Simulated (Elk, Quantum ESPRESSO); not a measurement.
A Quantum ESPRESSO input for a self-consistent single point of HfBRh3 (Pm-3m, 5 atoms in the cell) (DFT, PBEsol, plane waves, GBRV 1.5 ultrasoft (PBESOL) pseudopotentials):

```fortran
&control
   calculation = 'scf',
   prefix = 'HfBRh3',
   outdir = './out',
   pseudo_dir = './',
   tprnfor = .true.,
   tstress = .true.,
/
&system
   ibrav = 1,
   A = 4.095260000,
   nat = 5,
   ntyp = 3,
   ecutwfc = 40,
   ecutrho = 320,
   occupations = 'smearing',
   smearing = 'gauss',
   degauss = 0.0036749,
/
&electrons
   conv_thr = 1.0d-10,
/
ATOMIC_SPECIES
Hf   178.4900  hf_pbesol_v1.uspp.F.UPF
B     10.8100  b_pbesol_v1.4.uspp.F.UPF
Rh   102.9055  rh_pbesol_v1.4.uspp.F.UPF
ATOMIC_POSITIONS crystal
Hf    0.000000000    0.000000000    0.000000000
B     0.500000000    0.500000000    0.500000000
Rh    0.000000000    0.500000000    0.500000000
Rh    0.500000000    0.000000000    0.500000000
Rh    0.500000000    0.500000000    0.000000000
K_POINTS automatic
6 6 6  0 0 0
```

**Question.** Give the Elk input for the same structure, mesh, smearing and functional.

**Answer.** This is the input that was run; spellings and numerical settings could be chosen otherwise.

```
tasks
  0

xctype
  22

tforce
  .true.

rgkmax
  7.5

gmaxvr
  18.0

lmaxapw
  10

lmaxo
  8

nxlo
  2

lorbcnd
  .true.

lradstp
  2

nrmtscf
  2.0

rmtscf
  0.82

lmaxi
  4

stype
  0

swidth
  0.00183747

avec
    7.7389198091    0.0000000000    0.0000000000
    0.0000000000    7.7389198091    0.0000000000
    0.0000000000    0.0000000000    7.7389198091

atoms
  3   : nspecies
  'Hf.in'   : spfname
  1   : natoms; atposl, bfcmt below
  0.0000000000  0.0000000000  0.0000000000    0.0 0.0 0.0
  'B.in'   : spfname
  1   : natoms; atposl, bfcmt below
  0.5000000000  0.5000000000  0.5000000000    0.0 0.0 0.0
  'Rh.in'   : spfname
  3   : natoms; atposl, bfcmt below
  0.0000000000  0.5000000000  0.5000000000    0.0 0.0 0.0
  0.5000000000  0.0000000000  0.5000000000    0.0 0.0 0.0
  0.5000000000  0.5000000000  0.0000000000    0.0 0.0 0.0

ngridk
  6 6 6
```

Basis, cutoffs, solver keys and any potentials are the target program's own. This input uses DFT, PBEsol, all-electron FP-LAPW, Elk's shipped species files, APW+lo basis with extra local orbitals.

The starting cell comes from a database of computed structures (which also holds hypothetical and non-ambient phases and stackings), without a prior relaxation at this level.
